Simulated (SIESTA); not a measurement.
**SIESTA run on Rb₂LuCuCl₆ (Fm-3m, 10 atoms in the cell): self-consistent single point**

Method: GGA PBEsol, numerical atomic orbitals TZP, PseudoDojo PBEsol standard norm-conserving potentials (rewritten from UPF to PSML) run with SIESTA.

The input file:

```
# files in the folder: Rb.psml Lu.psml Cu.psml Cl.psml (PseudoDojo PBEsol standard)
SystemName  Rb2LuCuCl6
SystemLabel siesta

NumberOfAtoms                10
NumberOfSpecies              4
%block ChemicalSpeciesLabel
  1 37 Rb
  2 71 Lu
  3 29 Cu
  4 17 Cl
%endblock ChemicalSpeciesLabel
LatticeConstant              7.298417 Ang
%block LatticeVectors
     0.000000000    0.707106760    0.707106760
     0.707106760    0.000000000    0.707106760
     0.707106760    0.707106760    0.000000000
%endblock LatticeVectors
AtomicCoordinatesFormat      Fractional
%block AtomicCoordinatesAndAtomicSpecies
     0.750000000    0.750000000    0.750000000  1
     0.250000000    0.250000000    0.250000000  1
     0.000000000    0.000000000    0.000000000  2
     0.500000000    0.500000000    0.500000000  3
     0.749440000    0.250560000    0.250560000  4
     0.250560000    0.749440000    0.749440000  4
     0.250560000    0.749440000    0.250560000  4
     0.749440000    0.250560000    0.749440000  4
     0.250560000    0.250560000    0.749440000  4
     0.749440000    0.749440000    0.250560000  4
%endblock AtomicCoordinatesAndAtomicSpecies

XC.functional                GGA
XC.authors                   PBEsol
PAO.BasisSize                TZP
PAO.EnergyShift              0.005 Ry
MeshCutoff                   400 Ry
%block kgrid.MonkhorstPack
    5   0   0  0.0
    0   5   0  0.0
    0   0   5  0.0
%endblock kgrid.MonkhorstPack
OccupationFunction           FD
ElectronicTemperature        0.01 eV

MaxSCFIterations             150
SCF.Mixer.Method             Broyden
SCF.Mixer.Weight             0.2
SCF.Mixer.History            6
SCF.DM.Tolerance             1.0E-05
Diag.ParallelOverK           true
WriteForces                  true
```

Log, with long lists cut:

```
reinit: Reading from file input.fdf

reinit: System Name: Rb2LuCuCl6
reinit: System Label: siesta

coor:   Atomic-coordinates input format  =     Fractional

siesta: Atomic coordinates (Bohr) and species
siesta:     14.62863  14.62863  14.62863  1        1
siesta:      4.87621   4.87621   4.87621  1        2
siesta:      0.00000   0.00000   0.00000  2        3
siesta:      9.75242   9.75242   9.75242  3        4
siesta:      4.88713   9.75242   9.75242  4        5
siesta:     14.61771   9.75242   9.75242  4        6
siesta:      9.75242   4.88713   9.75242  4        7
siesta:      9.75242  14.61771   9.75242  4        8
siesta:      9.75242   9.75242   4.88713  4        9
siesta:      9.75242   9.75242  14.61771  4       10

siesta: System type = bulk

initatomlists: Number of atoms, orbitals, and projectors:     10   193   194

siesta: ******************** Simulation parameters ****************************
redata: Spin configuration                          = none
redata: Time-Reversal Symmetry                      = T
redata: Number of Atomic Species                    =        4
redata: Mesh Cutoff                                 =   400.0000 Ry
redata: Net charge of the system                    =     0.0000 |e|
redata: Min. number of SCF Iter                     =        0
redata: Max. number of SCF Iter                     =      150
redata: SCF convergence failure will abort job
redata: SCF mix quantity                            = Hamiltonian
redata: Mix DM or H after convergence               =   F
redata: Recompute H after scf cycle                 =   F
redata: Mix DM in first SCF step                    =   T
redata: No kicks to SCF
redata: DM Mixing Weight for Kicks                  =     0.5000
redata: Require Harris convergence for SCF          =   F
redata: Harris energy tolerance for SCF             =     0.000100 eV
redata: Require DM convergence for SCF              =   T
redata: DM tolerance for SCF                        =     0.000010
redata: Require EDM convergence for SCF             =   F
redata: EDM tolerance for SCF                       =     0.001000 eV
redata: Require H convergence for SCF               =   T
redata: Hamiltonian tolerance for SCF               =     0.001000 eV
redata: Require (free) Energy convergence for SCF   =   F
redata: (free) Energy tolerance for SCF             =     0.000100 eV
redata: Using DFT-D3 dispersion                     =   F
redata: Using Saved Data (generic)                  =   F
redata: Method of Calculation                       = Diagonalization
redata: Electronic Temperature                      =   116.0452 K
redata: Number of TDED substeps                     =        3
redata: Dynamics option                             = Single-point calculation
redata: Save all siesta data in one NC              =   F
redata: ***********************************************************************

%block SCF.Mixers
  Broyden
%endblock SCF.Mixers

%block SCF.Mixer.Broyden
  # Mixing method
  method broyden

  # Mixing options
  weight 0.2000
  weight.linear 0.2000
  weight.prime 0.2000
  history 6
%endblock SCF.Mixer.Broyden

DM_history_depth set to one: no extrapolation allowed by default for geometry relaxation
Size of DM history Fstack: 1
Total number of electrons:   104.000000
Total ionic charge:   104.000000

* ProcessorY, Blocksize:    1  64

* Orbital distribution balance (max,min):   193   193

 Kpoints in:           75 . Kpoints trimmed:           63

siesta: k-grid: Number of k-points = 63
siesta: k-points from Monkhorst-Pack grid
siesta: k-cutoff (effective) =    18.246 Ang
siesta: k-point supercell and displacements
siesta: k-grid:     5     0     0      0.000
siesta: k-grid:     0     5     0      0.000
siesta: k-grid:     0     0     5      0.000

diag: Algorithm                                     = D&C
diag: Parallel over k                               =   F
diag: Use parallel 2D distribution                  =   F
diag: Parallel block-size                           = 64
diag: Parallel distribution                         =     1 x     1
diag: Used triangular part                          = Lower
diag: Absolute tolerance                            =  0.100E-15
diag: Orthogonalization factor                      =  0.100E-05
diag: Memory factor                                 =  1.0000

superc: Internal auxiliary supercell:     5 x     5 x     5  =     125
superc: Number of atoms, orbitals, and projectors:   1250  24125  24250

                        Single-point calculation

superc: Internal auxiliary supercell:     5 x     5 x     5  =     125
superc: Number of atoms, orbitals, and projectors:   1250  24125  24250

outcell: Unit cell vectors (Ang):
        0.000000    5.160760    5.160760
        5.160760    0.000000    5.160760
        5.160760    5.160760    0.000000

outcell: Cell vector modules (Ang)   :    7.298417    7.298417    7.298417
outcell: Cell angles (23,13,12) (deg):     60.0000     60.0000     60.0000
outcell: Cell volume (Ang**3)        :    274.8976
new_DM -- step:     1
Initializing Density Matrix...

Attempting to read DM from file... Failed...
DM filled with atomic data:

InitMesh: MESH = 72 x 72 x 72 = 373248
InitMesh: Mesh cutoff (required, used) =   400.000   403.460 Ry

stepf: Fermi-Dirac step function

        iscf     Eharris(eV)        E_KS(eV)     FreeEng(eV)     dDmax    Ef(eV) dHmax(eV)
   scf:    1   -14520.708174   -15518.231460   -15518.241089  3.314215 -0.441273159.260527
   scf:    2   -13192.518573   -15232.019301   -15232.053547  4.272565 -0.844288166.303669
   scf:    3   -16133.597558   -15998.296931   -15998.296931  5.351452 -6.585260 42.124004
   scf:    4   -16014.981373   -16007.053187   -16007.053187  0.456067 -4.655923 31.204389
   scf:    5   -16015.559462   -16011.492213   -16011.492213  0.264099 -5.004921 23.458625
   scf:    6   -16017.312495   -16014.558933   -16014.558933  0.233863 -5.638830 16.355143
   [... 12 lines left out ...]
   scf:   19   -16018.043240   -16018.043240   -16018.043240  0.000034 -4.696738  0.000525
   scf:   20   -16018.043240   -16018.043240   -16018.043240  0.000019 -4.696631  0.000409
   scf:   21   -16018.043240   -16018.043240   -16018.043240  0.000013 -4.696565  0.000307
   scf:   22   -16018.043240   -16018.043240   -16018.043240  0.000010 -4.696511  0.000228
   scf:   23   -16018.043240   -16018.043240   -16018.043240  0.000007 -4.696474  0.000191

SCF Convergence by DM+H criterion
max |DM_out - DM_in|         :     0.0000065499
max |H_out - H_in|      (eV) :     0.0001905518
SCF cycle converged after 23 iterations

Using DM_out to compute the final energy and forces

siesta: E_KS(eV) =           -16018.0432

siesta: E_KS - E_eggbox =    -16018.0432

siesta: Atomic forces (eV/Ang):
     1    0.000000    0.000000    0.000000
     2   -0.000000   -0.000000   -0.000000
     3    0.000000    0.000000    0.000000
     4    0.000000   -0.000000    0.000000
     5   -0.021992    0.000003    0.000003
     6    0.021992   -0.000003   -0.000003
     7    0.000003   -0.021992    0.000003
     8   -0.000003    0.021992   -0.000003
     9    0.000003    0.000003   -0.021991
    10   -0.000003   -0.000003    0.021991
   Tot    0.000000    0.000000   -0.000000
   Max    0.021992
   Res    0.009835    sqrt( Sum f_i^2 / 3N )
   Max    0.021992    constrained

Stress tensor Voigt[x,y,z,yz,xz,xy] (kbar):       23.97       23.97       23.97       -0.14       -0.14       -0.14
(Free)E + p*V (eV/cell)   -16022.1554
Target enthalpy (eV/cell)   -16018.0432

siesta: Program's energy decomposition (eV):
siesta: Ebs     =     -2036.454985
siesta: Eions   =     21907.723593
siesta: Ena     =      2771.238667
siesta: Ekin    =      7898.092440
siesta: Enl     =     -2093.380526
siesta: Eso     =         0.000000
siesta: Edftu   =         0.000000
siesta: DEna    =        54.978307
siesta: DUscf   =         2.310047
siesta: DUext   =         0.000000
siesta: Ex      =     -2558.498899
siesta: Ec      =      -185.059685
siesta: Exc     =     -2743.558584
siesta: Eharris =    -16018.043240
siesta: Etot    =    -16018.043240
siesta: FreeEng =    -16018.043240

siesta: Stress tensor (static) (eV/Ang**3):
siesta:     0.014959   -0.000088   -0.000088
siesta:    -0.000088    0.014959   -0.000088
siesta:    -0.000088   -0.000088    0.014959

siesta: Cell volume =        274.897622 Ang**3

siesta: Pressure (static):
siesta:                Solid            Molecule  Units
siesta:          -0.00016292         -0.00016741  Ry/Bohr**3
siesta:          -0.01495894         -0.01537087  eV/Ang**3
siesta:         -23.96685933        -24.62684936  kBar
```

The run converged in 23 iterations.

The starting cell comes from a database of computed structures (which also holds hypothetical and non-ambient phases and stackings), without a prior relaxation at this level. Values carry the incompleteness of an atom-centred basis.

Cost on one core of a shared machine: roughly 4 min.
